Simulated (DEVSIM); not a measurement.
Device: Cr/SiO2/p-InP capacitor, at 400 K.

Layer 1 from the left is SiO2, thickness (nm) 5.60. Layer 2 from the left is InP, thickness (nm) 9700, Na (cm⁻³) 4.1e15.

Metal gate on the left, work function 4.5 eV. Fixed charge at the semiconductor interface 9e11 cm⁻² (in units of +e); no interface traps.

This is a model device: material constants are rounded textbook-type values typed into the input, and sizes, dopings and lifetimes were drawn at random. Values at 300 K; Nc and Nv go as T^1.5, mobilities as T to minus their exponent, the gap by Varshni's rule with the affinity fixed.

SiO2: gap (eV) 9, affinity (eV) 0.9, permittivity 3.9. InP: gap (eV) 1.344, affinity (eV) 4.38, permittivity 12.5, Nc (cm⁻³) 5.7e17, Nv (cm⁻³) 1.1e19, Varshni α (eV/K) 0.000363, Varshni β (K) 162.

Model (solved in DEVSIM): 1D Poisson equation in equilibrium, Boltzmann statistics, complete ionisation; no quantum confinement or tunnelling. Metal contacts follow the ideal Schottky-Mott rule: no Fermi-level pinning, no interface dipoles.

Problem. What does the simulation give for the minimum of the low-frequency capacitance, the threshold voltage (band bending 2φF), the flat-band voltage?

Solution. minimum of the low-frequency capacitance 0.0230 μF/cm²; threshold voltage (band bending 2φF) -0.24 V; flat-band voltage -1.14 V.
